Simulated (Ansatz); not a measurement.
An Ansatz (a program for electronic structure) input (plane-wave PAW DFT at the PBE level (Ansatz, 420 eV), scalar-relativistic without spin-orbit coupling):

Ansatz 0.2 input:
```yaml
crystal:
  lattice:
    - [-3.3074432075, 5.6345625657, 2.9662798632]
    - [3.3074432075, -5.6345625657, 2.9662798632]
    - [3.3074432075, 5.6345625657, -2.9662798632]
  atoms:
    - { symbol: Se, position: [0.3901522815, 0.3108432924, 0.700995574] }
    - { symbol: Se, position: [0.8901522815, 0.1891567076, 0.0793089891] }
    - { symbol: Se, position: [0.1098477185, 0.8108432924, 0.9206910109] }
    - { symbol: Se, position: [0.6098477185, 0.6891567076, 0.299004426] }
    - { symbol: Si, position: [0.25, 0.25, 0] }
    - { symbol: Si, position: [0.75, 0.75, 0] }
basis: { ecutwfc: 420, ecutrho_ratio: 4, xc_grid: 2, fft_grid_basis: typed }
kpoints: { mp_grid: { grid: [8, 8, 8] } }
hamiltonian:
  xc: pbe
  dispersion: none
  pseudopotentials: { kind: paw }
scf: { occupations: { method: fermi_dirac, width: 0.05 }, convergence: { dr2_threshold: 0.0000000006 } }
output: { forces: true, stress: true }
```

Q: Which symmetry and how many k-points will the program report, and about how many plane waves at Γ?

A: Space group Ibam (ITA 72) with 8 operations, k-points 95 of 512, and 4289 plane waves at Γ.

No phonon test of stability was made. The cell is SiSe₂ (space group Ibam, No. 72; made of chains). No dispersion term is included, though the crystal is made of layers, chains or molecules, so its spacings can come out too wide.
